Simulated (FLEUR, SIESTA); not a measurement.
A SIESTA input for a self-consistent single point of LiBr (Fm-3m, 2 atoms in the cell) (DFT, GGA PBE, numerical atomic orbitals DZP, PseudoDojo PBE standard norm-conserving potentials (rewritten from UPF to PSML)):

```
# files in the folder: Li.psml Br.psml (PseudoDojo PBE standard)
SystemName  LiBr
SystemLabel libr

NumberOfAtoms                2
NumberOfSpecies              2
%block ChemicalSpeciesLabel
  1 3 Li
  2 35 Br
%endblock ChemicalSpeciesLabel
LatticeConstant              3.825152 Ang
%block LatticeVectors
     0.000000000    0.707106803    0.707106803
     0.707106803    0.000000000    0.707106803
     0.707106803    0.707106803    0.000000000
%endblock LatticeVectors
AtomicCoordinatesFormat      Ang
%block AtomicCoordinatesAndAtomicSpecies
     0.000000000    0.000000000    0.000000000  1
     2.704791000    2.704791000    2.704791000  2
%endblock AtomicCoordinatesAndAtomicSpecies

XC.functional                GGA
XC.authors                   PBE
PAO.BasisSize                DZP
PAO.EnergyShift              0.01 Ry
PAO.Polarization.NonPerturbative true
MeshCutoff                   350 Ry
%block kgrid.MonkhorstPack
   10   0   0  0.0
    0  10   0  0.0
    0   0  10  0.0
%endblock kgrid.MonkhorstPack
OccupationFunction           FD
ElectronicTemperature        232.09 K

MaxSCFIterations             150
SCF.Mixer.Method             Broyden
SCF.Mixer.Weight             0.2
SCF.Mixer.History            6
SCF.DM.Tolerance             1.0E-05
Diag.ParallelOverK           true
WriteForces                  true
Charge.Mulliken              end
```

Question: Translate this input to FLEUR.

Answer: One input that does it (others would too):

Input of the input generator:

```
LiBr
&input film=f /
-0.0000000000 5.1113142144 5.1113142144
5.1113142144 -0.0000000000 5.1113142144
5.1113142144 5.1113142144 -0.0000000000
1.0
1.0 1.0 1.0

2
3 0.0000000000 0.0000000000 0.0000000000
35 0.5000000000 0.5000000000 0.5000000000

&comp jspins=1 /
&kpt div1=10 div2=10 div3=10 gamma=t /
&end /
```

```xml
<?xml version="1.0" encoding="UTF-8" standalone="no"?>
<fleurInput fleurInputVersion="0.39">
   <comment>
      LiBr                                                                                                
   </comment>
   <calculationSetup>
      <cutoffs Kmax="4.6" Gmax="13.8" GmaxXC="13.8" numbands="0"/>
      <scfLoop itmax="80" minDistance="0.00001" maxIterBroyd="15" imix="Anderson" alpha="0.05" precondParam="0.0" spinf="2.0"/>
      <coreElectrons ctail="T" frcor="F" kcrel="0" coretail_lmax="0"/>
      <xcFunctional name="pbe" relativisticCorrections="F"/>
      <magnetism jspins="1"/>
      <soc l_soc="F" theta="0.0" phi="0.0" spav="F"/>
      <expertModes spex="0" secvar="F"/>
      <geometryOptimization l_f="T" forcealpha="1.0" forcemix="BFGS" epsdisp="0.00001" epsforce="0.00001"/>
      <ldaU l_linMix="F" mixParam="0.05" spinf="1.0"/>
   </calculationSetup>
   <cell>
      <bzIntegration valenceElectrons="8.0" mode="hist" fermiSmearingEnergy="0.00073499">
         <kPointListSelection listName="default-1"/>
         <!-- k-points included here -->
         <xi:include xmlns:xi="http://www.w3.org/2001/XInclude" href="kpts.xml"> </xi:include>
      </bzIntegration>
      <!-- symmetry operations included here -->
      <xi:include xmlns:xi="http://www.w3.org/2001/XInclude" href="sym.xml"> </xi:include>
      <bulkLattice scale="1.0">
         <bravaisMatrix>
            <row-1>    0.0000000000000000     5.1113142144000001     5.1113142144000001</row-1>
            <row-2>    5.1113142144000001     0.0000000000000000     5.1113142144000001</row-2>
            <row-3>    5.1113142144000001     5.1113142144000001     0.0000000000000000</row-3>
         </bravaisMatrix>
      </bulkLattice>
   </cell>
   <atomSpecies>
      <species name="Lithium (Li)" element="Li" atomicNumber="3">
         <mtSphere radius="1.72" gridPoints="609" logIncrement="0.016"/>
         <atomicCutoffs lmax="8" lnonsphr="6"/>
         <electronConfig flipSpins="F">
            <coreConfig>(1s1/2)</coreConfig>
            <valenceConfig>(2s1/2)</valenceConfig>
            <stateOccupation state="(2s1/2)" spinUp="0.5" spinDown="0.5"/>
         </electronConfig>
         <energyParameters s="2" p="2" d="3" f="4"/>
      </species>
      <species name="Bromine (Br)" element="Br" atomicNumber="35">
         <mtSphere radius="2.63" gridPoints="925" logIncrement="0.014"/>
         <atomicCutoffs lmax="10" lnonsphr="8"/>
         <electronConfig flipSpins="F">
            <coreConfig>(1s1/2) (2s1/2) (2p1/2) (2p3/2) (3s1/2) (3p1/2) (3p3/2) (3d3/2) (3d5/2)</coreConfig>
            <valenceConfig>(4s1/2) (4p1/2) (4p3/2)</valenceConfig>
            <stateOccupation state="(4p1/2)" spinUp="0.8333333333333" spinDown="0.8333333333333"/>
            <stateOccupation state="(4p3/2)" spinUp="1.6666666666667" spinDown="1.6666666666667"/>
         </electronConfig>
         <energyParameters s="4" p="4" d="4" f="4"/>
      </species>
   </atomSpecies>
   <atomGroups>
      <atomGroup species="Lithium (Li)">
         <relPos label="                   1">.0000000000 .0000000000 .0000000000</relPos>
         <force calculate="T" relaxXYZ="TTT"/>
      </atomGroup>
      <atomGroup species="Bromine (Br)">
         <relPos label="                   2">1.000/2.000 1.000/2.000 1.000/2.000</relPos>
         <force calculate="T" relaxXYZ="TTT"/>
      </atomGroup>
   </atomGroups>
   <output dos="F" band="F" slice="F">
      <checks vchk="F" cdinf="F"/>
      <bandDOS minEnergy="-.5*Htr" maxEnergy="0.5*Htr" sigma="0.015" storeEVData="T"/>
      <vacuumDOS vacdos="F" integ="F" star="F" nstars="0" locx1="0.0" locy1="0.0" locx2="0.0" locy2="0.0" nstm="0" tworkf="0.0"/>
      <unfoldingBand unfoldBand="F" supercellX="1" supercellY="1" supercellZ="1"/>
      <plotting iplot="0" polar="F">
         <plot TwoD="T" vec1="  1.0  0.0  0.0" vec2="  0.0  1.0  0.0" vec3="  0.0  0.0  1.0" zero="  0.0  0.0  0.0" file="plot"/>
      </plotting>
      <chargeDensitySlicing numkpt="0" minEigenval="0.0" maxEigenval="0.0" nnne="0" pallst="F"/>
      <specialOutput eonly="F"/>
      <magneticCircularDichroism mcd="F" energyLo="-10.0" energyUp="0.0"/>
   </output>
  <!-- We include the file relax.xml here to enable relaxations (see documentation) -->
  <xi:include xmlns:xi="http://www.w3.org/2001/XInclude" href="relax.xml"> <xi:fallback/> </xi:include>
</fleurInput>
```

Basis settings and potentials, where a program has them, do not carry over. This input uses DFT, PBE, all-electron FLAPW (FLEUR), scalar-relativistic valence. Both were run: gap on the mesh 5.432 eV in SIESTA and 5.383 in FLEUR.

On SIESTA: the starting cell comes from a database of computed structures (which also holds hypothetical and non-ambient phases and stackings), without a prior relaxation at this level. Its lattice was rescaled by a random factor within 2.5 % of one. For this run, on top of that: lattice scaled by 0.98. Values carry the incompleteness of an atom-centred basis.

On FLEUR: the starting cell comes from a database of computed structures (which also holds hypothetical and non-ambient phases and stackings), without a prior relaxation at this level. Its lattice was rescaled by a random factor within 2.5 % of one. For this run, on top of that: lattice scaled by 0.98. Values depend on the basis (sphere radii, cutoffs, local orbitals), which need not be converged.
